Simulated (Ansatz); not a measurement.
# Zinc-blende SrO (model structure)

Computed with PBE (plane waves, PAW; Ansatz, a first-principles code).

Run with plane-wave cutoff 500 eV, 12×12×12 k mesh, Fermi–Dirac smearing 0.05 eV, scalar-relativistic PAW data made under PBE.

Cell (relaxed at this level):

```cif
data_OSr
_chemical_formula_sum 'Sr1 O1'
_space_group_name_H-M_alt 'P 1'
_space_group_IT_number 1
_cell_length_a 3.96963
_cell_length_b 3.96963
_cell_length_c 3.96963
_cell_angle_alpha 60.000
_cell_angle_beta 60.000
_cell_angle_gamma 60.000
loop_
_space_group_symop_operation_xyz
  'x, y, z'
loop_
_atom_site_label
_atom_site_type_symbol
_atom_site_fract_x
_atom_site_fract_y
_atom_site_fract_z
_atom_site_occupancy
Sr1 Sr 0.00000 0.00000 0.00000 1
O1 O 0.25000 0.25000 0.25000 1
```

```yaml
band_gap: 2.48 eV (on the SCF k mesh)
```

Note: the relaxation could raise the start's symmetry but not lower it, so the cell can be a saddle point.

Spin–orbit coupling is not included.

Static lattice: no zero-point or thermal effects.

Computing time: very roughly 30 core-seconds.

A model structure was made by putting elements into a prototype or built by hand; it is no filed structure, need not be a known phase, and can be a saddle point held by its symmetry.
